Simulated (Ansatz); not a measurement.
Pt on the 1x1 (0001) surface of hcp Ru, one in a 2x2 cell, energies for each (25.7 Å²). Energies are against an atom of fcc Pt, without zero-point or thermal terms; each row is named by its start.

These are PBE (plane waves to 420 eV, PAW; Ansatz, a quantum-chemistry and plane-wave program) values and carry that method's errors.

Slab: 17 atoms, 6.3 Å thick at the start under the adsorbate (thin: gaps and levels are the slab's own); k 6x6x1, smearing 0.1 eV, dipole-corrected; 8 atoms held, the rest relaxed; each run with such symmetry as its start has; spin-polarised, no spin-orbit, no U, no dispersion correction.

A negative adsorption energy means that the adsorbate is more stable on the surface than in its reference. Starts that drift may end in the same place. Heights count from the host atoms within 0.3 Å of the top one.

| starting site | E_ads (eV) | height (Å) | nearest host atom (Å) | bonded to | Δ work function (eV) | lateral drift (Å) | moment (μB) |
|---|---|---|---|---|---|---|---|
| top Ru | 1.53 | 2.25 | Ru 2.35 | Ru | -0.34 | 0.0 | 0.0 |
| hollow Ru-Ru-Ru | 0.60 | 2.04 | Ru 2.59 | 3 Ru | -0.55 | 0.0 | 0.0 |
| hollow Ru-Ru-Ru over Ru at depth 2.1 Å | 0.37 | 1.92 | Ru 2.54 | 3 Ru | -0.68 | 0.0 | 0.0 |
| bridge Ru-Ru (span 2.7 Å) | 0.37 | 1.92 | Ru 2.54 | 3 Ru | -0.68 | 0.8 | 0.0 |
